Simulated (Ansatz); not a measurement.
**Step by step: formation energy of the neutral Be_Si in Si (diamond, Fd-3m)**

Subject: the formation energy of the neutral Be_Si in Si (diamond, Fd-3m). Reaction: Be (hcp) + 63 Si (diamond) → cell A.

A: a supercell of 64 sites of Si (diamond, Fd-3m) with Be on a Si site (4 Si at 2.23 Å); spin state with PBE: run without spin.

Setting: static, neutral cells in Ansatz (PAW) whose structures rest at the PBE level. Ansatz (a program for electronic structure) runs with its default PAW set. Larger cells are relaxed from a start prepared with the learned potential CHGNet till forces fall under 0.03 eV/Å, which some starts already meet. A dispersion term (D3(BJ), or D4 for r2SCAN) was computed beside these levels and is taken off wherever the name lacks it. Mesh and cell size may move defect energies by 0.1 eV or more.

Total energies of the cells in eV, at zero smearing width. They compare only within one column; the weights balance every element.

```tsv
cell	atoms	weight	PBE
A: Si:Be_Si	64	+1	-40146.90506
Be (hcp)	2	−1/2	-185.52910
Si (diamond)	64	−63/64	-40691.69042
```

PBE: (-40146.90506) − 1/2 × (-185.52910) − 63/64 × (-40691.69042) = 1.742 eV.

What follows from the PBE value: With the reservoirs of the reaction as written, and without entropy terms or charged states, the share of sites that hold the defect in equilibrium is exp(−1.74 eV/k_BT) = 1.7×10^-9 at 1000 K.
